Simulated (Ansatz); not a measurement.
Consider a periodic stack without vacuum, germanium (1 1 1) on rock-salt NaCl (1 1 1) (film strained to the substrate, faces as cut): substrate slab Cl4Na4, film Ge8, surface cells [[0, 1], [-1, 0]] and [[1, -1], [0, 1]], film strained by -1.1 and -1.1 %, faces Cl/Na and Ge/Ge as cut (like faces can put a slab off its formula). Its start:

```
NaClGe2
1.0
    4.02871     0.00000     0.02206
   -2.01435     3.48896     0.08320
   -0.68786    -0.09092    27.40054
Cl Na Ge
4 4 8
Direct
  0.22893   0.01118   0.03387
  0.55129   0.64229   0.15226
  0.89265   0.29052   0.27298
  0.25828   0.95047   0.39319
  0.88418   0.32021   0.09095
  0.22050   0.96559   0.20995
  0.56270   0.61511   0.32811
  0.94287   0.27956   0.45033
  0.38255   0.86355   0.53594
  0.98481   0.02486   0.58935
  0.30579   0.64073   0.63329
  0.43036   0.62868   0.72458
  0.76496   0.28687   0.75721
  0.69598   0.22967   0.84835
  0.02599   0.88649   0.88306
  0.53600   0.27937   0.95313
```

The start was prepared with a machine-learned potential, and the result is one local minimum, with the in-plane cell held and forces under 0.04 eV/Å; the film can end far from its bulk form.

All values below come from PBE (plane waves to 420 eV, PAW; Ansatz, a first-principles code). Spin–orbit coupling is left out; the runs are not spin-polarised; PBE gaps are too small against experiment. Its k-point mesh 7×7×1, Fermi–Dirac width 0.05 eV.

Task: Predict the relaxed interface.

Result: 
| Property | Value |
|---|---|
| interface area | 14.1 Å² |
| period | 27.16 Å |
| gaps between the outermost planes at the two interfaces | 2.38 and 2.27 Å |
| Ge–Na contacts across the interfaces within 1.22 times the sum of covalent radii | 3, mean 3.33 Å |
| Cl–Ge contacts across the interfaces within 1.22 times the sum of covalent radii | 1, mean 2.70 Å |
| two interfaces | unlike, so that offsets are their mean |
